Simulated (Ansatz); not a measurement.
## Several settings converged on LaGe2Rh (Cm, 8 atoms in the cell)

```
CELL_PARAMETERS angstrom
      2.19192    -8.59573     0.00000
      2.19192     8.59573     0.00000
      0.00000     0.00000     4.32707
ATOMIC_POSITIONS crystal
  La 0.89096 0.10904 0.26155
  La 0.10904 0.89096 0.75000
  Ge 0.54150 0.45850 0.25000
  Ge 0.45850 0.54150 0.75000
  Ge 0.25011 0.74989 0.25000
  Ge 0.74989 0.25011 0.75000
  Rh 0.68095 0.31905 0.25000
  Rh 0.31905 0.68095 0.75000
```

Base method: PBEsol, default PAW files made with PBE (plane waves; Ansatz, an electronic-structure program).

Base settings: basis.ecutwfc = 420 eV; kpoints.mp_grid.grid = 3 3 3; hamiltonian.xc = pbesol; hamiltonian.pseudopotentials = {kind: paw} (the program's default PAW files); scf.occupations.method = fermi_dirac; scf.occupations.width = 0.1 eV.

The count of work is k-points × plane waves × bands × iterations; it is no time. 

**The cutoff for other potential files**

Level: DFT, PBEsol, plane waves, harder PAW files (source: ansatz) made with PBE.

In this ladder: hamiltonian.pseudopotentials = {kind: paw, source: ansatz}.

The second cell is the first with its lattice scaled by 0.98.

The mesh stays at the base's, so the ladder's end is converged at best in this setting alone.

The first pressure column holds Ansatz's estimate of the finite-basis (Pulay) stress, which hides part of the cutoff error; the other is without it.

Only quantities that move along the ladder and can be compared are tabulated.

| basis.ecutwfc | free energy less the last step's (meV/atom) | energy of the compressed cell less the first (meV/atom) | pressure (GPa) | pressure without the Pulay estimate (GPa) | largest difference of a force vector from the last step's (eV/Å) | count of work / last |
|---|---|---|---|---|---|---|
| 370 eV | 8267.79 | 26.80 | -1.24 | -263.41 | 0.125 | 0.099 |
| 450 eV | 2071.25 | 31.44 | -0.60 | -90.82 | 0.025 | 0.14 |
| 575 eV | 146.35 | 23.01 | -0.60 | -11.45 | 0.001 | 0.21 |
| 695 eV | 4.08 | 23.45 | -0.61 | -1.14 | 0.000 | 0.27 |
| 820 eV | 0.32 | 23.41 | -0.62 | -0.62 | 0.000 | 0.35 |
| 985 eV | 0.18 | 23.40 | -0.62 | -0.62 | 0.000 | 0.47 |
| 1230 eV | 0.09 | 23.40 | -0.62 | -0.62 | 0.000 | 0.65 |
| 1640 eV | 0.00 | 23.39 | -0.62 | -0.62 | 0.000 | 1.0 |

Coarsest basis.ecutwfc that holds the forces within 0.005 eV/Å of the last step, with all finer ones: 575 eV, at 0.21 of the last step's count of work; the step before is off by 0.025 eV/Å.

Coarsest basis.ecutwfc that holds the free energy within 2 meV/atom of the last step, with all finer ones: 820 eV, at 0.35 of the last step's count of work; the step before is off by 4.1 meV/atom.

Coarsest basis.ecutwfc that holds the pressure without the Pulay estimate within 0.2 GPa of the last step, with all finer ones: 820 eV, at 0.35 of the last step's count of work; the step before is off by 0.52 GPa.

The energy difference between the two cells stays within 1 meV/atom of the last step's from 575 eV on, the total only from 820 eV on: much of the error is common to both cells and cancels.

At the lowest cutoff the pressure without the Pulay estimate lies 263 GPa under the last step's, the usual sign of Pulay stress in an incomplete plane-wave basis.

**The density cutoff**

The mesh stays at the base's, so the ladder's end is converged at best in this setting alone.

Only quantities that move along the ladder and can be compared are tabulated.

| basis.ecutrho_ratio | free energy less the last step's (meV/atom) | pressure (GPa) | largest difference of a force vector from the last step's (eV/Å) |
|---|---|---|---|
| 2 | -14.56 | -0.02 | 0.011 |
| 3 | -0.33 | -0.66 | 0.000 |
| 4 | -0.01 | -0.68 | 0.000 |
| 5 | 0.00 | -0.68 | 0.000 |
| 6 | 0.00 | -0.68 | 0.000 |
| 8 | 0.00 | -0.68 | 0.000 |
| 10 | 0.00 | -0.68 | 0.000 |
| 12 | 0.00 | -0.68 | 0.000 |
| 16 | 0.00 | -0.68 | 0.000 |

Coarsest basis.ecutrho_ratio that holds the free energy within 2 meV/atom of the last step, with all finer ones: 3; the step before is off by 15 meV/atom.

Coarsest basis.ecutrho_ratio that holds the pressure within 0.2 GPa of the last step, with all finer ones: 3; the step before is off by 0.65 GPa.

Coarsest basis.ecutrho_ratio that holds the forces within 0.005 eV/Å of the last step, with all finer ones: 3; the step before is off by 0.011 eV/Å.

On the base run: the starting cell comes from a database of computed structures (which also holds hypothetical and non-ambient phases and stackings), without a prior relaxation at this level. Its lattice was rescaled by up to half a per cent. One atom was moved a little off its site on purpose. Spin polarisation is off. Without a gap this mesh is coarse (it stands for a supercell whose shortest vector is 13 Å).

Keys are those of Ansatz 0.2.
